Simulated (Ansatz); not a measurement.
The reference is BaTiO₃ (space group P4mm, No. 99; a = 3.9555 Å, c = 4.0461 Å). Axes: x, y, z lie along a, b, c of the conventional cell.

Computed with PBEsol (Ansatz, a first-principles code; PAW; 420 eV plane waves; scalar-relativistic without spin-orbit coupling), earlier PAW set.

Strains are applied to the cell and any free atomic positions relax.

One change was made to it. Results:

| quantity | base | after |
|---|---|---|
| largest internal atomic displacement | – | 0.046 Å |
| smallest direct gap | 2.22 eV | 2.07 eV |

Task: Which of these changes matches the shifts?
A. strain tensor (xx, yy, zz, yz, xz, xy) = (+0.23, −0.63, +1.02, +1.33, +0.32, −1.00) %
B. uniaxial strain ε_yy = −2.96 %
C. isotropic strain −2.34 %

Result: C, isotropic strain −2.34 %. For comparison, the smallest direct gap in the other runs: uniaxial strain ε_yy = −2.96 % gives 2.25 eV; strain tensor (xx, yy, zz, yz, xz, xy) = (+0.23, −0.63, +1.02, +1.33, +0.32, −1.00) % gives 2.43 eV.

Stability against distortions was not tested. All final runs are without spin polarisation.
